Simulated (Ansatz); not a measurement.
**By hand: formation energy of O_i in Nb (bcc, Im-3m)**

We look at the formation energy of O_i in Nb (bcc, Im-3m). Reaction: 54 Nb (bcc) + 1/2 O2 (gas) → cell A.

A: a supercell of 54 sites of Nb (bcc, Im-3m) with O off the lattice sites (6 Nb at 2.03–2.28 Å); spin state with PBE: run without spin.

Setting: static, neutral cells in Ansatz (PAW) whose structures rest at the PBE level. Ansatz (a quantum-chemistry and plane-wave program) runs with its default PAW set. Larger cells are relaxed from a start prepared with the learned potential CHGNet, on a coarser mesh till forces fall under 0.03 eV/Å, which some starts already meet. A dispersion term (D3(BJ), or D4 for r2SCAN) was computed beside these levels and is taken off wherever the name lacks it. Space groups of crystals are read within 0.01 Å. No Hubbard U is applied. Mesh and cell size may move defect energies by 0.1 eV or more. Cell A has symmetry P4/mmm within 0.02 Å and got no random move, so less symmetric positions, which may lie lower, weren't tried.

Total energies of the cells in eV, at zero smearing width. They compare only within one column; the weights balance every element.

| cell | atoms | weight | PBE |
|---|---|---|---|
| A: Nb:O_i | 55 | +1 | -246392.04494 |
| Nb (bcc) | 54 | −1 | -245823.36861 |
| O2 (gas) | 2 | −1/2 | -1129.93688 |

PBE: (-246392.04494) − (-245823.36861) − 1/2 × (-1129.93688) = -3.708 eV.
